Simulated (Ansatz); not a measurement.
The parent structure is TaSi₂ (space group P6_222, No. 180; a = 4.804 Å, c = 6.604 Å).

Calculations: PBE (Ansatz, a quantum-chemistry and plane-wave program), without spin-orbit coupling, earlier PAW set.

One change was made to it. Results:

The shortest interatomic distance drops by 0.0027 Å (2.568 Å → 2.566 Å); the density rises by 0.03 g/cm³ (8.95 g/cm³ → 8.98 g/cm³); the c/a ratio is still 1.375.

Problem. What was done to the base?
(A) pressure 0.7 GPa
(B) pressure 5 GPa
(C) pressure −1 GPa

Solution. A, pressure 0.7 GPa. For comparison, the density in the other runs: pressure 5 GPa gives 9.18 g/cm³; pressure −1 GPa gives 8.90 g/cm³.

Load acts through the strain it causes; cell and atoms are relaxed under it. No phonon test of stability was made. No other phases were tried under pressure. All final runs are without spin polarisation. An odd electron count without spin: TaSi2.
